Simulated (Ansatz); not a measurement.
Input and output of a dielectric-response calculation for AgCl (Fm-3m, 2 atoms in the cell) (Ansatz, a quantum-chemistry and plane-wave program).

Computed with PBE (plane waves, PAW; Ansatz).

```yaml
crystal:
  lattice:
    - [0.00000, 2.76112, 2.76112]
    - [2.76112, 0.00000, 2.76112]
    - [2.76112, 2.76112, 0.00000]
  atoms:
    - { symbol: Ag, position: [0.00000, 0.00000, 0.00000] }
    - { symbol: Cl, position: [0.50000, 0.50000, 0.50000] }
```

Reference input (self-consistent single point, DFT, PBE, plane waves, default PAW files): basis.ecutwfc = 30.9 Ry; kpoints.mp_grid.grid = 8 8 8; hamiltonian.xc = pbe; hamiltonian.pseudopotentials = {kind: paw} (the program's default PAW files); scf.occupations.method = fermi_dirac; scf.occupations.width = 0.0015 Ry. This run's input differs from it in these lines:

Ansatz 0.2 input:
```diff
@@ -11,3 +11,3 @@
 kpoints:
-  mp_grid: { grid: [8, 8, 8] }
+  mp_grid: { grid: [19, 19, 19] }
 hamiltonian:
@@ -16,7 +16,4 @@
 scf:
-  occupations: { method: fermi_dirac, width: 0.0015 Ry }
-output:
-  forces: true
-  eigenvalues: true
-  stress: true
+  occupations: { method: fixed }
+dielectric: {}
```

Log, with long lists cut:

```
SCF iter   1: F=—  HF=-8670.883848 eV  |F-HF|=—  |Δ(HF+E_count)|=         —  Δρ=6.32e-4  dr2=1.06e-4  ethr=1.77e-3  ⟨swp⟩=5.0  Hψ=39187  notcnv=0  defer=962
all-band conjugate gradients solve this SCF's bands
preconditioner: auto → none
SCF iter   2: F=—  HF=-8670.884483 eV  |F-HF|=—  |Δ(HF+E_count)|=   6.35e-4  Δρ=2.43e-4  dr2=1.53e-5  ethr=4.07e-7  ⟨swp⟩=2.9  Hψ=24307  notcnv=0  defer=1098
   [... lines left out ...]
SCF iter   5: F=—  HF=-8670.884510 eV  |F-HF|=—  |Δ(HF+E_count)|=   1.30e-6  Δρ=1.11e-5  dr2=2.37e-8  ethr=1.85e-9  ⟨swp⟩=2.0  Hψ=14300  notcnv=0  defer=4
SCF iter   6: F=—  HF=-8670.884510 eV  |F-HF|=—  |Δ(HF+E_count)|=   7.47e-8  Δρ=4.82e-6  dr2=7.10e-9  ethr=9.13e-11  ⟨swp⟩=2.0  Hψ=14192  notcnv=0  defer=4
SCF iter   7: F=—  HF=-8670.884510 eV  |F-HF|=—  |Δ(HF+E_count)|=   3.29e-9  Δρ=5.96e-7  dr2=1.22e-10  ethr=2.73e-11  ⟨swp⟩=2.0  Hψ=13747  notcnv=0  defer=4
SCF iter   8: F=-8670.884510 eV  HF=-8670.884510 eV  |F-HF|=0.00e0  |Δ(HF+E_count)|=  2.36e-11  Δρ=2.73e-8  dr2=9.53e-14  ethr=1.00e-12  ⟨swp⟩=4.1  Hψ=29528  notcnv=0
SCF 1 converged in 8 iterations: F = -8670.884510 eV  dr2 = 9.53e-14
DFPT response loops at Γ: preconditioner auto → none (the input reference at scf.mixing.eps_inf says where Resta's filter doesn't serve); β = 0.50 …
Free energy (F): -8670.884510 eV
Internal energy: -8670.884510 eV  (E = F + TS)
E sigma→0 (E₀):  -8670.884510 eV
Fermi energy:    8.315108 eV
--- Dielectric response (ions clamped): 1 representative field direction + reference, on 550 of 6859 k-points (Σ response iterations 8) ---
  k mesh reduced under 8 symmetry operations, with k and −k counted as one. Each operation leaves every solved perturbation unchanged …
  ε∞ (high-frequency dielectric tensor):
        5.140329    -0.000000     0.000000
   [... lines left out ...]
         0.00000    1.43669    0.00000
         0.00000   -0.00000    1.43669
    site 1:
        -1.43669    0.00000    0.00000
        -0.00000   -1.43669   -0.00000
         0.00000    0.00000   -1.43669
  Z* charge neutrality: 3.753e-5 e pre-enforcement
  k-mesh period / interband length: 74.2 Å / 1.95 Å = 38.14 at k = (0.0000, 0.0526, -0.0526), direct gap 3.032 eV — 14 or more, which is no proof of convergence
```

The run converged in 8 iterations. 

Summary of the result:
```
Property                                                                                             Result
----------------------------------------------------------------------------------------  -----------------
Free energy E − TS (on the zero of these files)                                               -8670.8845 eV
Top of the valence band (on the code's own zero)                                                    8.32 eV
Gap on the k-point mesh                                                                             0.92 eV
ε∞ at this k-point mesh, which may be far from converged in small-gap cells (xx, yy, zz)   5.14, 5.14, 5.14
Born charges at this mesh (mean of the diagonal, e)                                       Ag 1.44, Cl -1.44
```

The starting cell has typed, rounded lattice constants, without a prior relaxation at this level. Its lattice was rescaled by up to half a per cent.

Cost on one core of a shared machine: roughly 3 min.
